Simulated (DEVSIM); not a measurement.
Device: abrupt Si n-p junction, at 300 K.

Layer 1 from the left is Si, thickness (μm) 1.20, Nd (cm⁻³) 4.7e18, τn (s) 1.2e-6, τp (s) 1.2e-6. Layer 2 from the left is Si, thickness (μm) 2.70, Na (cm⁻³) 1.3e17, τn (s) 1.2e-6, τp (s) 1.2e-6.

Left contact: ohmic. Right contact: ohmic. Voltage is applied to the left contact. Recombination: SRH at mid-gap, Auger. Mobility is constant in doping.

The device is made up for the run: typed textbook-type constants, with dimensions and the other settings drawn at random. Values at 300 K.

Si: gap (eV) 1.124, affinity (eV) 4.05, permittivity 11.7, Nc (cm⁻³) 2.86e19, Nv (cm⁻³) 3.1e19, μn (cm²/Vs) 1417, μp (cm²/Vs) 470, Cn (cm⁶/s) 2.8e-31, Cp (cm⁶/s) 9.9e-32.

Task: Estimate by hand the built-in potential, the peak field at zero bias, and compare with a numerical solution.

Result: 
- Built-in potential: ni = √(Nc Nv) exp(−Eg/2kT) = 1.08e10 cm⁻³ with Eg = 1.124 eV; Vbi = kT/q ln(Na Nd/ni²) = 0.936 V; numerical 0.936 V.
- Peak field at zero bias: depletion approximation: W = √(2εVbi/(qN)) = 0.0978 μm with N = 1.27e17 cm⁻³; field = 2Vbi/W = 191000 V/cm; numerical 201000 V/cm (estimate below by 4.9 %).

Simulated with DEVSIM: 1D drift-diffusion, Boltzmann statistics, complete ionisation; no tunnelling, impact ionisation, image-force lowering or self-heating.
